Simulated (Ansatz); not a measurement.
## Electron-phonon data for RhGe (Pnma)

Consider the following.

```yaml
crystal:
  lattice:
    - [5.64720, 0.00000, 0.00000]
    - [0.00000, 3.28319, 0.00000]
    - [0.00000, 0.00000, 6.40961]
  atoms:
    - { symbol: Ge, position: [0.80820, 0.75000, 0.43515] }
    - { symbol: Ge, position: [0.19180, 0.25000, 0.56485] }
    - { symbol: Ge, position: [0.69180, 0.25000, 0.93515] }
    - { symbol: Ge, position: [0.30820, 0.75000, 0.06485] }
    - { symbol: Rh, position: [0.99445, 0.75000, 0.79794] }
    - { symbol: Rh, position: [0.00555, 0.25000, 0.20206] }
    - { symbol: Rh, position: [0.50555, 0.25000, 0.29794] }
    - { symbol: Rh, position: [0.49445, 0.75000, 0.70206] }
```

Level of theory: PBEsol, DFPT electron-phonon coupling, linearised Boltzmann equation (plane waves, PAW, scalar-relativistic; Ansatz, an electronic-structure program). Geometry: relaxed with this functional, without spin-orbit coupling.

- resistivity at 300 K = 137 (x), 25 (y), 84 (z) μΩ·cm
- electron-phonon coupling λ = 0.68
- transport coupling λ_tr = 0.68 (x), 0.70 (y), 0.76 (z)
- logarithmic mean phonon energy = 9.5 meV
- density of states at the Fermi level = 1.96 states/(eV·spin·cell)
- Drude plasma energy = 2.3 (x), 5.3 (y), 3.2 (z) eV

A metal at this level (no band gap). Only scattering by harmonic phonons is included (no impurities, grain boundaries, electron-electron scattering or thermal expansion). Spin-orbit coupling is left out. Values near or above 100 μΩ·cm, or paths under about 2 nm, lie near resistivity saturation, where the Boltzmann equation overshoots. The self-energy correction of the phonons between q points moved λ by about 3 %. The squared frequency of the phonon mode least converged on the k mesh is uncertain by about 11 %. The run warned that the eigensolver left some states short of its tolerance. Halving the electron mesh (16x24x16) moves the resistivity by up to 5 % at 300 K, the coupling by up to 3 %. Smearing 0.20 eV; phonons on a 3x4x2 q mesh, which this run doesn't test and which matters most at low temperature.

Formula and space group known from diffraction (Crystallography Open Database), not checked to be the room-temperature form: RhGe (Pnma).
